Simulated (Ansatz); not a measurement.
The parent structure is Ta in the bcc (W type) structure (space group Im-3m, No. 229; a = 3.305 Å). Axes: x, y, z lie along the cube axes.

The values are results of Ansatz (a first-principles code) r2SCAN, no spin-orbit coupling, not measurements.

Free-standing slabs (1 atom(s) a layer) normal to [110] with 15 Å of vacuum; in-plane cell held at bulk.

One change was made to it. Results:

The shortest interatomic distance falls by 0.162 Å, from 2.862 Å to 2.700 Å; the band gap stays zero.

Problem. Which of these changes matches the shifts?
A) 2 layers
B) 1 layer
C) 5 layers

Solution. A, 2 layers. For comparison, the shortest interatomic distance in the other runs: 1 layer gives 2.862 Å; 5 layers gives 2.774 Å.

Whether these cells are dynamically stable was not tested. The final runs are not spin-polarised.
